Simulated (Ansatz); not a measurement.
Bond-angle distributions (per cent of the angles at each element, bins of 10°) of a relaxed model of amorphous In24Ga12O54 at 6.12 g/cm³. All values below come from PBE, scalar-relativistic without spin-orbit coupling (plane waves to 420 eV, PAW; Ansatz, an electronic-structure program).

Preparation: random packing, a CHGNet melt and quench, and a DFT relaxation. O atoms were pushed apart under 1.9 Å during the dynamics, to hinder bonds among them. The hot cell started wider than the set density and was brought back towards it in steps. It is the lowest in DFT energy of 4 quenches. It is a model cell: composition and starting density were chosen by hand, and all elements were melted together. No dispersion term was used. Its density started from a set value of 6.14 and ended at 6.12 g/cm³. Cooling (nominally 88 K/ps over its main leg) ran many orders faster than in experiment, which tends to leave more defects and strain. Values belong to this one cell and scatter from quench to quench. Volume and shape were free in the relaxation.

Neighbours within In-In 3.12 Å, In-Ga 2.90 Å, In-O 2.72 Å, Ga-Ga 2.68 Å, Ga-O 2.28 Å, O-O 1.58 Å count as bonded. Two cations that share two anions don't count as bonded, nor two that share one unless they lie closer than In-In 3.04 Å, In-Ga 2.82 Å, Ga-Ga 2.61 Å.

```tsv
angle (°)	at In	at Ga	at O
50-60	0	0	0
60-70	1	0	0
70-80	19	2	0
80-90	21	12	8
90-100	18	26	22
100-110	11	26	18
110-120	5	17	20
120-130	6	7	19
130-140	5	2	10
140-150	4	2	2
150-160	3	1	1
160-170	7	3	0
170-180	1	1	0
```

They go with these counts of neighbours within the cut-offs, cation contacts included: In mean 5.5, most often 5; Ga mean 4.3, most often 4; O mean 3.4, most often 3.
